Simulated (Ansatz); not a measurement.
By PBEsol, the system below comes out a metal.

Without scattering a metal conducts by its projected Fermi surface.

Given:

```
CoSi2
1.0
    3.68161     0.00000     0.00000
    0.00000     3.68161     0.00000
    1.84081    -1.84081     2.60329
Co Si
1 2
Direct
  0.00000   0.00000   0.00000
  0.25000   0.25000   0.50000
  0.75000   0.75000   0.50000
```

Space group of this cell: Fm-3m. The cell is strained (all lengths scaled by 0.98); by PBEsol its mean pressure is 13.4 GPa.

The current flows along the normal of the first two printed cell vectors, the (001) plane of the conventional cell. No spin-orbit coupling; the value is a mean over 0.1 eV about the Fermi level.

Problem. Give the ballistic conductance per area that PBEsol (Ansatz, an electronic-structure program) yields.

Solution. 0.83 × 10¹⁵ S/m² for both spins.
